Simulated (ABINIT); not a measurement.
Input and output of a relaxation of the atoms for Li₃Ag (I4mm, 4 atoms in the cell) (ABINIT).

Level of theory: LDA (PW92), norm-conserving pseudopotentials (PseudoDojo nc-sr-04 LDA standard) (plane waves; ABINIT).

Input as run:

```
# Li3Ag, PseudoDojo nc-sr-04 LDA standard
pp_dirpath "./"
pseudos "Li.upf, Ag.upf"
acell 4.7139583153 4.7139583153 4.7139583153 Angstrom
rprim
        -0.4460790400    0.4460790400    0.7759039761
         0.4460790400   -0.4460790400    0.7759039761
         0.4460790400    0.4460790400   -0.7759039761
natom 4
ntypat 2
znucl 3 47
typat 1 1 1 2
xred
         0.2500000000    0.7500000000    0.5000000000
         0.7500000000    0.2500000000    0.5000000000
         0.5205050000    0.5205050000    0.0000000000
         0.0000000000    0.0000000000    0.0000000000
ecut 43
occopt 7
tsmear 0.1 eV
nband 19
kptopt 1
ngkpt 5 5 5
nshiftk 1
shiftk 0 0 0
nstep 50
tolvrs 1.0e-11
ionmov 22
ntime 40
tolmxf 0.00389
prtwf 0
prtden 0
```

Output (repeated stretches shortened):

```
--- !BeginCycle
solver: {iscf: 7, nstep: 50, nline: 4, wfoptalg: 0, }
tolerances: {tolvrs: 1.00E-11, }
...

     iter   Etot(hartree)      deltaE(h)  residm     vres2
 ETOT  1  -175.97802315488    -1.760E+02 1.137E-01 1.097E+03
 ETOT  2  -176.20384368190    -2.258E-01 3.127E-03 1.308E+03
 ETOT  3  -176.35516421515    -1.513E-01 1.206E-03 1.468E+01
 ETOT  4  -176.35562978589    -4.656E-04 2.169E-04 7.140E+00
 ETOT  5  -176.35615753525    -5.277E-04 3.226E-05 2.067E-01
   [... 2 lines left out ...]
 ETOT  8  -176.35617042510    -7.094E-09 1.985E-05 5.131E-06
 ETOT  9  -176.35617042558    -4.827E-10 3.727E-06 6.624E-07
 ETOT 10  -176.35617042562    -3.888E-11 8.603E-06 1.249E-09
 ETOT 11  -176.35617042561     4.206E-12 1.571E-06 6.913E-12
 At SCF step   11       vres2   =  6.91E-12 < tolvrs=  1.00E-11 =>converged.

 Cartesian components of stress tensor (hartree/bohr^3)
  sigma(1 1)=  5.79252810E-05  sigma(3 2)=  0.00000000E+00
  sigma(2 2)=  5.79252810E-05  sigma(3 1)=  0.00000000E+00
  sigma(3 3)=  7.16479556E-05  sigma(2 1)=  0.00000000E+00

---OUTPUT-----------------------------------------------------------------------

 Cartesian coordinates (xcart) [bohr]
  3.97371233256998E+00  0.00000000000000E+00  3.45591130970719E+00
  0.00000000000000E+00  3.97371233256998E+00  3.45591130970719E+00
  0.00000000000000E+00  0.00000000000000E+00  7.19527646503657E+00
  0.00000000000000E+00  0.00000000000000E+00  0.00000000000000E+00
 Reduced coordinates (xred)
  2.50000000000000E-01  7.50000000000000E-01  5.00000000000000E-01
   [... lines left out ...]
 At Broyd/MD step   3, gradients are converged :
 Fermi (or HOMO) energy (hartree) =   0.12543   Average Vxc (hartree)=  -0.33766
total_energy        : -1.76357027211455E+02
   [... lines left out ...]
     3       -0.013631630877     -0.013631630877      0.000000000000
     4        0.002336728625      0.002336728625      0.000000000000

-Cartesian components of stress tensor (GPa)         [Pressure= -1.8939E+00 GPa]
- sigma(1 1)=  1.81617673E+00  sigma(3 2)=  0.00000000E+00
- sigma(2 2)=  1.81617673E+00  sigma(3 1)=  0.00000000E+00
- sigma(3 3)=  2.04936230E+00  sigma(2 1)=  0.00000000E+00

 Calculation completed.
```

The run converged. 

Summary of the result:
```
Item                                        Value
------------------------------------  -----------
Free energy E − TS                    -4798.92 eV
Fermi level (on the code's own zero)      3.41 eV
Pressure                                -1.89 GPa
Largest force (vector length)          0.044 eV/Å
Relaxation steps                                3
```

The starting cell comes from a database of computed structures (which also holds hypothetical and non-ambient phases and stackings), without a prior relaxation at this level. Its lattice was rescaled by up to half a per cent. For this run, on top of that: one atom moved by 0.15 angstrom. The relaxation keeps the symmetry of its start, so its end need not be a minimum.

Cost on one core of a shared machine: roughly 2 min.
